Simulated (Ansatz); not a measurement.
PbSe: energy against strain

PbSe (rock salt, Fm-3m, 27.555 Å³/atom at rest) under an equal strain ε in the (001) plane with the normal axis free, as in a coherent film. LDA in Ansatz, a plane-wave DFT program (PAW, default set), 420 eV, 10×10×10 Γ-centred mesh, Fermi-Dirac smearing 0.05 eV; ions are relaxed within the symmetry of each cell.

Here s stands for strain and y for E less E0.

```
strain (%)  E less E0 (meV/atom)
----------  --------------------
-1.50                       6.55
-1.00                       2.86
-0.50                       0.71
0.00                        0.00
0.50                        0.67
1.00                        2.63
1.50                        5.82
3.00                           ?
```

Fit y of the 7 rows that show it with a parabola. Least squares gives y = 0.000 - 0.1921·s + 2.7481·s². Residuals (row less fit): 0.079, -0.080, -0.073, 0.000, 0.079, 0.074, -0.075; standard error 0.094 (degrees of freedom: 4). Twice the quadratic coefficient over the volume, 2 × 2.7481 meV × 10⁴ × 0.1602 / 27.555 Å³, is twice the biaxial elastic modulus of this plane = 320 ± 5 GPa.

Q: What does the fit predict for y at s = 3.00, and how far is the calculated value from it?

A: y = 0.000 - 0.1921 × 3.0 + 2.7481 × 3.0² = 24.157 meV/atom. The calculation gives 22.05 meV/atom, 2.107 meV/atom below the prediction (9.6 % of the range of y in the table). The row lies outside the fitted rows, so this is an extrapolation. From the scatter of the fitted rows alone, a prediction at this place has a standard error of 0.359 meV/atom, so the miss is 5.9 times that.

One order more, fitted to all 13 runs of the series, follows each within 0.03, so the miss is the next term of a smooth law. This level leaves no gap over 0.05 eV at strain -1.00, -0.50, 0.00, where the mesh may be coarse. Rows are the converged runs of the series near zero and its far end; series whose fitted rows scatter by over a few per cent of the range, as at a crossing or softening among them, aren't shown in this form. Most that stay on the fit to the last digits aren't either.
